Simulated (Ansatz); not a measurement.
L1₂ (Cu3Au-type) Ni3Al was calculated with PBE0 in Ansatz (plane waves, PAW).

Settings: plane-wave cutoff 460 eV, 8×8×8 k mesh, Fermi–Dirac smearing 0.05 eV, spin-polarised with parallel moments, scalar-relativistic PAW data made under PBE.

Cell (relaxed at this level):

```
AlNi3
1.0
    3.53972     0.00000     0.00000
    0.00000     3.53972     0.00000
    0.00000     0.00000     3.53972
Al Ni
1 3
Cartesian
  0.00000   0.00000   0.00000
  0.00000   1.76986   1.76986
  1.76986   0.00000   1.76986
  1.76986   1.76986   0.00000
```
Starting moments (μB, in the order of the record's atoms Al Ni Ni Ni): 0.0 0.5 0.5 0.5.

Q: Give the computed bulk modulus B0, magnetic moment (largest site, within a sphere) and pressure derivative B′ of the bulk modulus.

A: 
- bulk modulus B0: 183 GPa
- magnetic moment (largest site, within a sphere): 0.55 μB
- pressure derivative B′ of the bulk modulus: 5.3

Measured, for comparison: bulk modulus 174 GPa (temperature not stated, not corrected to a static lattice; as tabulated in Zarkevich et al. (2023), arXiv:2304.06869). Computed (rounded) less measured: bulk modulus +5 %. A static lattice is as a rule a little smaller and stiffer than an uncorrected measurement, which narrows the difference in the bulk modulus and would widen misses of the other sign.

Moments are spin moments.

Static lattice: no zero-point or thermal effects.

Cost on a shared machine: about 100 core-minutes (a rough figure).

Ansatz is a first-principles code.
